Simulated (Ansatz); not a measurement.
Ansatz (a program for electronic structure) run on MgAl2Ge2 (P-3m1, 5 atoms in the cell): self-consistent single point

Level of theory: LDA (PW92), default PAW files made with PBE (plane waves; Ansatz).

Input as run:

Ansatz 0.2 input:
```yaml
# Mg(AlGe)2
crystal:
  lattice:
    - [4.10584100, 0.00000000, 0.00000000]
    - [-2.05292000, 3.55576200, 0.00000000]
    - [0.00000000, 0.00000000, 6.77438200]
  atoms:
    - { symbol: Mg, position: [0.00000000, 0.00000000, 0.00000000] }
    - { symbol: Al, position: [0.66666700, 0.33333300, 0.36759000] }
    - { symbol: Al, position: [0.33333300, 0.66666700, 0.63241000] }
    - { symbol: Ge, position: [0.66666700, 0.33333300, 0.75695000] }
    - { symbol: Ge, position: [0.33333300, 0.66666700, 0.24305000] }
basis:
  ecutwfc: 420.0
kpoints:
  mp_grid:
    grid: [9, 9, 5]
hamiltonian:
  xc: lda
  pseudopotentials:
    kind: paw
scf:
  occupations:
    method: fermi_dirac
    width: 0.1
output:
  forces: true
  eigenvalues: true
  stress: true
```

Log, with long lists cut:

```
WARN the atoms were moved onto the symmetric positions of the space group found under crystal.symmetry.tolerance 1.0e-5 (fractional …
WARN ansatz: RAYON_NUM_THREADS=1 ignored (pool sized by the plan → 1); use --threads N
Pseudopotentials: kind: paw
Pseudopotential: Mg, paw, valence charge 10
Pseudopotential: Al, paw, valence charge 3
Pseudopotential: Ge, paw, valence charge 14
Crystal: 5 atoms, lattice volume = 98.902 Å³
Basis set: ecut = 420 eV, 1919 PW (Γ)
Bands: 27, of which v1, the nominal top of the filled ones, is band 22 counted from 1 (21 counted from 0)
Symmetry: 12 space group operations
Space group: P-3m1 (ITA 164), of the structure as read, at distance tolerance 4.6e-5 Å
k-points: 50 of 405
PAW frozen core: Mg, regenerated for the run's functional, and the local potential with it
PAW frozen core: Al, regenerated for the run's functional, and the local potential with it
PAW frozen core: Ge, regenerated for the run's functional, and the local potential with it
Initial density: superposition of atomic densities (neutral atoms: chi_scale 0, normalization atom), corrected by the library's trained network
Initial wavefunctions: pseudopotential atomic-orbital guess
Eigensolver: davidson
Functional: x = slater, c = lda
SCF iter   1: F=—  HF=-11359.389844 eV  |F-HF|=—  |Δ(HF+E_count)|=         —  Δρ=5.47e-3  dr2=1.72e-2  ethr=1.77e-3  ⟨swp⟩=6.2  Hψ=5851  notcnv=0
all-band conjugate gradients solve this SCF's bands
preconditioner: auto → Kerker (q_TF=auto, 2.384 Å⁻¹)
SCF iter   2: F=—  HF=-11359.383016 eV  |F-HF|=—  |Δ(HF+E_count)|=   6.83e-3  Δρ=2.77e-3  dr2=5.89e-3  ethr=3.90e-5  ⟨swp⟩=2.2  Hψ=2591  notcnv=0
SCF iter   3: F=—  HF=-11359.381560 eV  |F-HF|=—  |Δ(HF+E_count)|=   1.46e-3  Δρ=7.48e-4  dr2=6.16e-4  ethr=1.34e-5  ⟨swp⟩=2.6  Hψ=2372  notcnv=0
SCF iter   4: F=—  HF=-11359.381431 eV  |F-HF|=—  |Δ(HF+E_count)|=   1.28e-4  Δρ=2.42e-4  dr2=8.02e-5  ethr=1.40e-6  ⟨swp⟩=2.0  Hψ=1984  notcnv=0
SCF iter   5: F=—  HF=-11359.381396 eV  |F-HF|=—  |Δ(HF+E_count)|=   3.56e-5  Δρ=7.98e-5  dr2=1.55e-5  ethr=1.82e-7  ⟨swp⟩=2.0  Hψ=2228  notcnv=0
SCF iter   6: F=—  HF=-11359.381392 eV  |F-HF|=—  |Δ(HF+E_count)|=   3.73e-6  Δρ=1.97e-5  dr2=1.19e-6  ethr=3.51e-8  ⟨swp⟩=2.0  Hψ=1722  notcnv=0
SCF iter   7: F=-11359.381392 eV  HF=-11359.381392 eV  |F-HF|=3.38e-8  |Δ(HF+E_count)|=   1.84e-7  Δρ=5.55e-6  dr2=8.09e-8  ethr=2.27e-10  ⟨swp⟩=3.6  Hψ=5755  notcnv=0
SCF 1 converged in 7 iterations: F = -11359.381392 eV  dr2 = 8.09e-8
SCF converged after 7 iterations
Free energy (F): -11359.381392 eV
Harris-Foulkes:  -11359.381392 eV  (|F-HF|=3.38e-8)
Internal energy: -11359.350293 eV  (E = F + TS)
E sigma→0 (E₀):  -11359.365842 eV
Entropy (-TS):   -0.031099 eV (-6.220 meV/atom)
Fermi energy:    7.719906 eV
--- Per-component energies (eV) ---
  E_band       = -634.105735
  E_kinetic    = 346.959133
  E_local      = -6915.198051  (includes V_loc(G=0)·N_el)
  E_nonlocal   = 960.825046
  E_hartree    = 2935.935601
  E_xc         = -258.617025
  E_vxc        = -227.236581  (∫ρ·V_xc dr)
  E_paw        = -5040.421464  (= ΣΔE_a)
  E_vpaw       = -671.316571  (= ΣTr[D̂ρ^β])
  E_aug_tail   = 0.000525  (compensation charges beyond the density's cutoff)
  E_ewald      = -3392.912622
  E_core_change = 4.078565  (= ΣΔE_core)
  E_smearing   = -0.031099  (= −TS)
  E_closure    = -0.000000  (closes the sum)
  Σ components = -11359.381392   (vs F -11359.381392, Δ=0.00e0)
--- Forces (eV/Å), atoms counted from 1 ---
  atom   1  Mg     0.00000000    -0.00000000     0.00000000
  atom   2  Al     0.00000000     0.00000000     0.00071324
  atom   3  Al    -0.00000000    -0.00000000    -0.00071324
  atom   4  Ge     0.00000000     0.00000000     0.10444446
  atom   5  Ge     0.00000000    -0.00000000    -0.10444446
  max |Σ_I F_I| component: 3.01e-17 eV/Å
--- Stress (GPa, compression-positive) ---
       -2.360004      -0.000000      -0.000000
       -0.000000      -2.360004       0.000000
       -0.000000       0.000000      -2.104715
  P = ⅓ Tr σ = -2.2749 GPa (-22.749 kbar)
  The stress holds the Pulay correction. Without it, at fixed plane waves, as pw.x and ABINIT print it: P = -2.3049 GPa
--- Band table (eV; the first three rows and the last of 50) ---
  k-point 0: bands = ["-68.2872", "-35.7176", "-35.7105", "-35.7105", "-16.5050", "-16.5050", "-16.5044", "-16.5037", "-16.5030", "-16.5030", "-16.4799", "-16.4799", "-16.4784", "-16.4784", "-3.7864", "-1.8027", "1.4886", "6.5197", "6.5197", [...]
  k-point 1: bands = ["-68.2872", "-35.7176", "-35.7105", "-35.7105", "-16.5051", "-16.5051", "-16.5043", "-16.5037", "-16.5030", "-16.5030", "-16.4800", "-16.4800", "-16.4782", "-16.4782", "-3.6949", "-2.0824", "2.0094", "6.5833", "6.5833", [...]
  k-point 2: bands = ["-68.2872", "-35.7176", "-35.7105", "-35.7105", "-16.5051", "-16.5051", "-16.5042", "-16.5038", "-16.5029", "-16.5029", "-16.4802", "-16.4802", "-16.4781", "-16.4781", "-3.4804", "-2.5390", "3.1884", "5.0525", "6.7149", [...]
  k-point 49: bands = ["-68.2872", "-35.7174", "-35.7112", "-35.7112", "-16.5056", "-16.5056", "-16.5043", "-16.5028", "-16.4997", "-16.4997", "-16.4781", "-16.4779", "-16.4779", "-16.4772", "-1.2241", "-1.2241", "1.8617", "1.8617", "3.0358", [...]
```

The run converged in 7 iterations.

The starting cell comes from a database of computed structures (which also holds hypothetical and non-ambient phases and stackings), without a prior relaxation at this level. Its lattice was rescaled by up to half a per cent. Ansatz's pressure includes its estimate of the finite-basis (Pulay) stress.
